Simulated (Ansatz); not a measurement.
Start from Al in the fcc (Cu type) structure (space group Fm-3m, No. 225; a = 3.9839 Å; relaxed with 0.1 eV smearing). Axes: x, y, z lie along the cube axes.

Method: plane-wave PAW DFT at the LDA level (Ansatz, an electronic-structure program, 420 eV), spin-orbit coupling left out.

Before the change:

| Property | Value |
|---|---|
| Pressure | 0.0 GPa |

One thing is altered: compressive biaxial strain of 0.50 % in the plane normal to [001], as in epitaxy on a mismatched substrate; the out-of-plane cell vector and the atoms relax.

What does the calculation give for the pressure and out-of-plane strain after the change?

The pressure (mean of the normal stresses, compression positive) goes from zero to 0.4 GPa; the out-of-plane strain amounts to +0.59 %.

Stability against distortions was not tested.
